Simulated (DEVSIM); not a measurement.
System: Pd/SiO2/n-Si capacitor, at 400 K.

| layer (left to right) | material | thickness (nm) | Nd (cm⁻³) |
|---|---|---|---|
| 1 | SiO2 | 10.0 | - |
| 2 | Si | 1500 | 1.5e17 |

Metal gate on the left, work function 5.2 eV. Fixed charge at the semiconductor interface 0 cm⁻² (in units of +e); no interface traps.

Constants are typed, rounded textbook-type inputs, not results; the design itself was drawn at random and stands for no fabricated device. Values at 300 K; Nc and Nv go as T^1.5, mobilities as T to minus their exponent, the gap by Varshni's rule with the affinity fixed.

```csv
parameter,SiO2,Si
gap (eV),9,1.124
affinity (eV),0.9,4.05
permittivity,3.9,11.7
Nc (cm⁻³),-,2.86e19
Nv (cm⁻³),-,3.1e19
Varshni α (eV/K),-,0.000473
Varshni β (K),-,636
```

Simulated with DEVSIM: 1D Poisson equation in equilibrium, Boltzmann statistics, complete ionisation; no quantum confinement or tunnelling. Metal contacts follow the ideal Schottky-Mott rule: no Fermi-level pinning, no interface dipoles.

The temperature was swept, all else fixed.

| temperature (K) | flat-band voltage (V) | threshold voltage (band bending 2φF) (V) | minimum of the low-frequency capacitance (μF/cm²) |
|---|---|---|---|
| 250 | 1.04 | -0.50 | 0.0932 |
| 300 | 1.01 | -0.43 | 0.0966 |
| 350 | 0.98 | [?] | [?] |
| 400 | 0.95 | -0.29 | 0.107 |
| 450 | 0.92 | -0.21 | 0.114 |
| 500 | 0.89 | -0.13 | 0.124 |

Question: Fill in the missing entries.

Answer: 
- 350, threshold voltage (band bending 2φF) (V): -0.36
- 350, minimum of the low-frequency capacitance (μF/cm²): 0.101
